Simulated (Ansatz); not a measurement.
## O interstitial started at a bond centre in diamond

Level of theory: PBE, PAW (plane waves to 420 eV; Ansatz, a quantum-chemistry and plane-wave program). A 2×2×2 supercell of 64 sites was used; the energies come from a 2×2×2 shifted sampling of its zone. Site at the start: bond centre of C and C, 1.55 Å. Energies of charged states are corrected for periodic images (point charge plus alignment at distant sites). Dielectric constants: PBE linear response of the host. Host gap at this level: 4.13 eV. A cell of this size leaves errors of a few tenths of an eV. PBE underestimates the host's gap, which shifts levels and can delocalise carriers. Spin–orbit coupling is left out. Each state is the lowest found from its start.

Formation energies E_f are given with the Fermi level at the valence-band maximum. Chemical conditions: impurity bounded by its compound with the host (Δμ(O) = -2.09 eV, bounded by CO2 (Pa-3); only phases computed here count, gases as isolated molecules at 0 K). Reference phases: O: O2 molecule in a box.

The name describes the start; the neighbours show where the added atom ended.

```tsv
charge	moment (μB)	point group	largest move off a lattice site (Å)	neighbours of the added atom at the end (Å)	image correction with alignment (eV)	E_f, impurity bounded by its compound with the host (eV)	above the lowest spin state (eV)
+1*	quenched	Cs	0.41	C 1.27, C 1.27, C 1.85, C 1.98, C 1.99	–	–	0.00
0	0.0	C2	0.41	C 1.27, C 1.27, C 1.88, C 1.88	0.00	9.60	0.00
0	not spin-polarised	C2	0.41	C 1.27, C 1.27, C 1.88, C 1.88	0.00	9.60	0.00
−1*	fractional	–	0.41	C 1.28, C 1.28, C 1.88, C 1.88	–	–	0.00
```

* At this level the carrier isn't localised at the defect: at charge +1 holes occupy the valence band; at charge −1 electrons occupy the conduction band. Such a state is shallow or no state of the defect, and this cell gives it no level.

Point groups are those of the whole cell at tolerances of 0.03 and 0.1 Å ("near" where only the looser one holds); none is given for unsettled states.

Starting moments that weren't kept: charge +1 began with 1 μB and ended with 0.0; charge 0 began with 2 μB and ended with 0.0; charge −1 began with 1 μB and ended with 0.4.

Flagged in the runs: a doubtful potential alignment.
